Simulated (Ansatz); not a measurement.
N on the 1x1 (111) surface of fcc Ni, ferromagnetic, one in a 2x1 cell, energies for each (10.7 Å²). Energies are against ½ N2(g), without zero-point or thermal terms; each row is named by its start.

Calculation: PBE (plane waves to 420 eV, PAW; Ansatz, an electronic-structure program).

Problem. Which site binds most strongly?
A. hollow Ni-Ni-Ni over Ni at depth 2.0 Å
B. hollow Ni-Ni-Ni over Ni at depth 4.0 Å

Solution. B, hollow Ni-Ni-Ni over Ni at depth 4.0 Å. Adsorption energies: hollow Ni-Ni-Ni over Ni at depth 4.0 Å 0.46 eV; hollow Ni-Ni-Ni over Ni at depth 2.0 Å 0.52 eV.
